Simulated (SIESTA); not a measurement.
# Variants of one calculation on NiTeO4 (Imma, 12 atoms in the cell)

```xyz
12
Lattice="-3.0579 3.0800 4.3198 3.0579 -3.0800 4.3198 3.0579 3.0800 -4.3198" Properties=species:S:1:pos:R:3 pbc="T T T"
Ni    -1.5290     1.5400     2.1599
Ni     1.5290     1.5400     2.1599
Te     0.0000     0.0000     0.0000
Te     0.0000     3.0800     0.0000
O      1.7178    -1.5400     4.3335
O      1.3402     4.6199    -0.0137
O      1.3402     1.5400     0.0137
O      1.7178     1.5400     4.3061
O      0.0000     0.1462     1.8974
O      3.0579     2.9337     2.4224
O      0.0000     2.9337     1.8974
O      3.0579     0.1462     2.4224
```
Moments meant for the start (each program seeds them in its own way; μB, in the order of the atoms Ni Ni Te Te O O O O O O O O): 2.0 2.0 0.0 0.0 0.0 0.0 0.0 0.0 0.0 0.0 0.0 0.0.

Base run A: LDA PW92, numerical atomic orbitals DZP, PseudoDojo LDA standard norm-conserving potentials (rewritten from UPF to PSML) in SIESTA 5.4.2, self-consistent single point.

Its settings: XC.functional = LDA; XC.authors = PW92; potentials = PseudoDojo LDA standard; PAO.BasisSize = DZP; PAO.EnergyShift = 0.005 Ry; MeshCutoff = 300 Ry; kgrid.MonkhorstPack = 3 3 3; OccupationFunction = MP; OccupationMPOrder = 0; ElectronicTemperature = 50 meV; Spin = polarized; MaxSCFIterations = 150; SCF.Mixer.Method = Broyden; SCF.Mixer.Weight = 0.1; SCF.Mixer.History = 8; SCF.DM.Tolerance = 1.0E-05.

The starting cell comes from a database of computed structures (which also holds hypothetical and non-ambient phases and stackings), without a prior relaxation at this level. Spin-orbit coupling is off. The magnetic order is the one reached from the typed start; others were not searched systematically. Values carry the incompleteness of an atom-centred basis. In the base run, forces exceed 1 eV/Å.

ΔF is the free energy per atom less that of run A. A dash stands where there is no value to compare (another energy zero or no entropy term, no result, no spin, no clean gap, or a mesh too coarse for one). Absolute energies have different zeros for different potentials, functionals, Hubbard and dispersion terms and are not compared across them.

Runs:
- B: kgrid.MonkhorstPack: 3 3 3 → 6 6 6
- C: DFTU.ProjectorGenerationMethod: default → 2; DFTU.CutoffNorm: default → 0.9; DFTU.FirstIteration: default → true; DFTU.proj: default → [Ni 1, n=3 2, 5.00 0.00, 0.00 0.00] [LDA PW92+U]
- D: parallel starting moments (0.1 0.1 0 0 0 0 0 0 0 0 0 0 μB); DM.InitSpin: [1 +2.00, 2 +2.00, 3 +0.00, 4 +0.00, 5 +0.00, 6 +0.00, 7 +0.00, 8 +0.00, 9 +0.00, 10 +0.00, 11 +0.00, 12 +0.00] → [1 +0.10, 2 +0.10, 3 +0.00, 4 +0.00, 5 +0.00, 6 +0.00, 7 +0.00, 8 +0.00, 9 +0.00, 10 +0.00, 11 +0.00, 12 +0.00]
- E: lattice scaled by 1.03; MeshCutoff: 300 Ry → 180 Ry
- F: PAO.Polarization.NonPerturbative: default → true
- G: XC.functional: LDA → GGA; XC.authors: PW92 → AM05; pseudopotentials: PseudoDojo LDA standard → PseudoDojo PBE standard [GGA AM05]

```json
[
 {"run": "A", "ΔF (meV/atom)": "0.00", "pressure (GPa)": "0.16", "largest force (eV/Å)": "1.685", "gap on the mesh (eV)": "0.272", "size of the net moment (μB/atom)": "0.33", "k-points": "14", "ending": "converged"},
 {"run": "B", "ΔF (meV/atom)": "-0.17", "pressure (GPa)": "0.16", "largest force (eV/Å)": "1.687", "gap on the mesh (eV)": "0.261", "size of the net moment (μB/atom)": "0.33", "k-points": "132", "ending": "converged"},
 {"run": "C", "ΔF (meV/atom)": "–", "pressure (GPa)": "-0.01", "largest force (eV/Å)": "1.155", "gap on the mesh (eV)": "0.827", "size of the net moment (μB/atom)": "0.33", "k-points": "14", "ending": "converged"},
 {"run": "D", "ΔF (meV/atom)": "–", "pressure (GPa)": "–", "largest force (eV/Å)": "–", "gap on the mesh (eV)": "–", "size of the net moment (μB/atom)": "–", "k-points": "14", "ending": "not converged"},
 {"run": "E", "ΔF (meV/atom)": "44.1", "pressure (GPa)": "-10.44", "largest force (eV/Å)": "1.265", "gap on the mesh (eV)": "0.110", "size of the net moment (μB/atom)": "0.33", "k-points": "14", "ending": "converged"},
 {"run": "F", "ΔF (meV/atom)": "-23.3", "pressure (GPa)": "0.70", "largest force (eV/Å)": "2.178", "gap on the mesh (eV)": "0.217", "size of the net moment (μB/atom)": "0.33", "k-points": "14", "ending": "converged"},
 {"run": "G", "ΔF (meV/atom)": "–", "pressure (GPa)": "5.56", "largest force (eV/Å)": "1.739", "gap on the mesh (eV)": "0.348", "size of the net moment (μB/atom)": "0.33", "k-points": "14", "ending": "converged"}
]
```

Run F against A: The free energy goes down by 23.3 meV/atom, the pressure goes from 0.16 to 0.70 GPa, the largest force goes from 1.685 to 2.178 eV/Å, the gap on the mesh goes from 0.272 to 0.217 eV and the size of the net moment stays at 0.33 μB/atom.

Run G against A: The pressure goes from 0.16 to 5.56 GPa, the largest force goes from 1.685 to 1.739 eV/Å, the gap on the mesh goes from 0.272 to 0.348 eV and the size of the net moment stays at 0.33 μB/atom.

Left out of this page: 1 run of the series held back from this collection.
